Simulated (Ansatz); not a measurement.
The starting structures come from a database of crystals and need not be the phases stable at ambient conditions.

By LDA and PBEsol, the system below comes out a metal.

Consider the following.

```
CELL_PARAMETERS angstrom
      2.42469     0.00000     0.00000
      0.00000     2.43854     0.00000
      0.02032     0.00000     4.85244
ATOMIC_POSITIONS crystal
  P  0.00000 0.00000 0.25057
  P  0.00000 0.00000 0.74943
```

Space group of this cell: P2/m. The cell is taken as given; by PBEsol its mean pressure is -1.6 GPa.

The current runs along the normal of the first two printed vectors. All runs by Ansatz (a quantum-chemistry and plane-wave program), plane waves and PAW, without spin-orbit coupling; the base is PBEsol.

```
run                                                      mean pressure (GPa)  G/A, both spins (10¹⁵ S/m²)
-------------------------------------------------------  -------------------  ---------------------------
base                                                                    -1.6                         1.18
all lengths scaled by 0.98                                               6.8                          [?]
all lengths scaled by 1.02                                              -7.3                         1.16
lda in place of pbesol                                                  -2.9                         1.19
lengths across the current scaled by 0.98, ions clamped                  4.0                          [?]
lengths across the current scaled by 1.02, ions clamped                 -5.4                         1.18
lengths along the current scaled by 0.97, ions clamped                   2.8                         1.18
lengths along the current scaled by 1.03, ions clamped                  -4.3                         1.19
```

Problem. Fill in the missing entries.

Solution. 
- all lengths scaled by 0.98, G/A, both spins (10¹⁵ S/m²): 1.22
- lengths across the current scaled by 0.98, ions clamped, G/A, both spins (10¹⁵ S/m²): 1.22
